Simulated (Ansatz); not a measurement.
Start from GaP in the zinc blende structure (space group F-43m, No. 216; a = 5.451 Å). Axes: x, y, z lie along the cube axes.

Now apply this change: compressive biaxial strain of 0.42 % in the plane normal to [111], as in epitaxy on a mismatched substrate; the out-of-plane cell vector and the atoms relax.

Level of theory: Kohn–Sham DFT with the r2SCAN functional, run in Ansatz (an electronic-structure program) with PAW and 500 eV plane waves, spin-orbit coupling left out.

### Question
Give the band edges at the high-symmetry points of the new zone, measured from its valence-band maximum.

### Answer
| point | valence edge (eV) | conduction edge (eV) |
|---|---|---|
| Γ | 0.00 | 2.40 |
| T | -1.17 | 2.11 |
| H₂ | -3.59 | 5.01 |
| H₀ | -3.59 | 5.01 |
| L | -1.19 | 2.03 |
| S₀ | -2.41 | 2.42 |
| S₂ | -2.41 | 2.42 |
| F | -2.82 | 1.87 |

The gap is 1.82 eV, indirect, Γ → F–Γ (13 % along).

Stability against distortions was not tested. k-point labels follow each cell's own Brillouin zone.
